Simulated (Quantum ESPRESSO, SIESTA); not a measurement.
A Quantum ESPRESSO input for a self-consistent single point of CsH (P1, 2 atoms in the cell) (DFT, LDA (PZ), plane waves, GBRV 1.5 ultrasoft (LDA) pseudopotentials):

```fortran
&control
   calculation = 'scf'
   prefix = 'pwscf'
   outdir = './tmp/'
   pseudo_dir = './'
   tprnfor = .true.
   tstress = .true.
/
&system
   ibrav = 0
   nat = 2
   ntyp = 2
   ecutwfc = 40
   ecutrho = 200
   occupations = 'fixed'
   nbnd = 9
/
&electrons
   conv_thr = 1.0d-10
   mixing_beta = 0.7
/
ATOMIC_SPECIES
Cs   132.9055  cs_lda_v1.uspp.F.UPF
H      1.0080  h_lda_v1.4.uspp.F.UPF
CELL_PARAMETERS angstrom
   3.81459200     0.00000000     0.00000000
   0.00000000     3.81459200     0.00000000
   0.00000000     0.00000000     3.81459200
ATOMIC_POSITIONS crystal
Cs   -0.00748600    0.00456800   -0.00042800
H     0.50748600    0.49543200    0.50042800
K_POINTS automatic
7 7 7  0 0 0
```

Task: Write the same calculation as an input for SIESTA.

Result: One input that does it (others would too):

```
# files in the folder: Cs.psml H.psml (PseudoDojo LDA standard)
SystemName  CsH
SystemLabel CsH

NumberOfAtoms                2
NumberOfSpecies              2
%block ChemicalSpeciesLabel
  1 55 Cs
  2 1 H
%endblock ChemicalSpeciesLabel
LatticeConstant              3.814592 Ang
%block LatticeVectors
     1.000000000    0.000000000    0.000000000
     0.000000000    1.000000000    0.000000000
     0.000000000    0.000000000    1.000000000
%endblock LatticeVectors
AtomicCoordinatesFormat      Ang
%block AtomicCoordinatesAndAtomicSpecies
    -0.028556036    0.017425056   -0.001632645  1
     1.935852036    1.889870944    1.908928645  2
%endblock AtomicCoordinatesAndAtomicSpecies

XC.functional                LDA
XC.authors                   PW92
PAO.BasisSize                TZP
PAO.EnergyShift              0.01 Ry
MeshCutoff                   350 Ry
%block kgrid.MonkhorstPack
    7   0   0  0.0
    0   7   0  0.0
    0   0   7  0.0
%endblock kgrid.MonkhorstPack
OccupationFunction           FD
ElectronicTemperature        10 K

MaxSCFIterations             150
SCF.Mixer.Method             Broyden
SCF.Mixer.Weight             0.1
SCF.Mixer.History            8
SCF.DM.Tolerance             1.0E-04
Diag.ParallelOverK           true
WriteForces                  true
```

Basis settings and potentials, where a program has them, do not carry over. This input uses DFT, LDA PW92, numerical atomic orbitals TZP, PseudoDojo LDA standard norm-conserving potentials (rewritten from UPF to PSML). LDA parametrisations can differ slightly between programs.

The starting cell comes from a database of computed structures (which also holds hypothetical and non-ambient phases and stackings), without a prior relaxation at this level. Its lattice was rescaled by a random factor within 2.5 % of one. For this run, on top of that: atoms moved at random.
